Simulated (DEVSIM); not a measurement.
Device: abrupt Ge p-n junction, at 300 K.

| layer (left to right) | material | thickness (μm) | Nd (cm⁻³) | Na (cm⁻³) | τn (s) | τp (s) |
|---|---|---|---|---|---|---|
| 1 | Ge | 0.470 | - | 1.8e18 | 1.8e-5 | 1.8e-5 |
| 2 | Ge | 10.0 | 2.2e15 | - | 1.8e-5 | 1.8e-5 |

Left contact: ohmic. Right contact: ohmic. Voltage is applied to the left contact. Recombination: SRH at mid-gap, radiative, Auger. Mobility is constant in doping.

The device is made up for the run: typed textbook-type constants, with dimensions and the other settings drawn at random. Values at 300 K.

```
parameter           Ge
-------------  -------
gap (eV)         0.664
affinity (eV)        4
permittivity        16
Nc (cm⁻³)      1.04e19
Nv (cm⁻³)         6e18
μn (cm²/Vs)       3900
μp (cm²/Vs)       1900
B (cm³/s)      6.4e-14
Cn (cm⁶/s)       1e-31
Cp (cm⁶/s)       1e-31
```

Simulated with DEVSIM: 1D drift-diffusion, Boltzmann statistics, complete ionisation; no tunnelling, impact ionisation, image-force lowering or self-heating.

The thickness of layer 2 was swept, all else fixed.

```csv
thickness of layer 2 (μm),dark forward voltage at 1 A/cm² (V),dark forward voltage at 100 A/cm² (V)
2,0.121,0.252
3.5,0.137,0.273
6,0.152,0.292
10,0.166,0.311
17,0.180,0.333
30,0.193,0.358
50,0.205,0.388
```

From the first row to the last the dark forward voltage at 1 A/cm² goes from 0.121 to 0.205. From the first row to the last the dark forward voltage at 100 A/cm² goes from 0.252 to 0.388.
